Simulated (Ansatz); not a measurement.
**Effect of tensor shear ε_xy = +1.14 % on GaN**

Consider GaN in the zinc blende structure (space group F-43m, No. 216; a = 4.455 Å). Axes: x, y, z lie along the cube axes.

One thing is altered: a pure shear with ε_xy = ε_yx = 0.0114; the atoms relax in the strained cell.

Computed with Kohn–Sham DFT with the LDA functional, run in Ansatz (a first-principles code) with PAW and 420 eV plane waves, no SOC. Settings: 13×13×13 k-points, 0.05 eV Fermi–Dirac smearing.

```json
[
 {"quantity": "space group", "base": "F-43m (No. 216)", "changed": "Imm2 (No. 44)", "shift": "–"},
 {"quantity": "energy relative to the base (free energy F)", "base": "0 meV/atom", "changed": "+2.9 meV/atom", "shift": "+2.9 meV/atom"},
 {"quantity": "band gap", "base": "1.96 eV", "changed": "1.87 eV", "shift": "-0.09 eV"},
 {"quantity": "gap character", "base": "direct at Γ", "changed": "direct at Γ", "shift": "–"},
 {"quantity": "valence-band top at Γ (three highest levels, from the VBM)", "base": "0.00, 0.00, 0.00 eV", "changed": "0.00, -0.08, -0.16 eV", "shift": "–"},
 {"quantity": "valley order (the lowest conduction-band minima on the path, energy above the VBM, named in the base's zone)", "base": "Γ 1.96 eV; X along ⟨100⟩ 3.27 eV", "changed": "Γ 1.87 eV; X along [001] 3.16 eV; X along [010] 3.19 eV", "shift": "–"},
 {"quantity": "stress (xx, yy, zz, yz, xz, xy; compression positive)", "base": "–", "changed": "(0.05, 0.05, -0.01, 0.00, 0.00, -3.68) GPa", "shift": "–"}
]
```

Final structure:

```
GaN
1.0
    0.02540     2.22769     2.22769
    2.22769     0.02540     2.22769
    2.25308     2.25308     0.00000
Ga N
1 1
Cartesian
  0.00000   0.00000   0.00786
  1.12654   1.12654   1.10598
```

No phonon test of stability was made. This is not the structure that GaN has at room temperature and ambient pressure. Labels are those of the standard path for the cell's own space group.
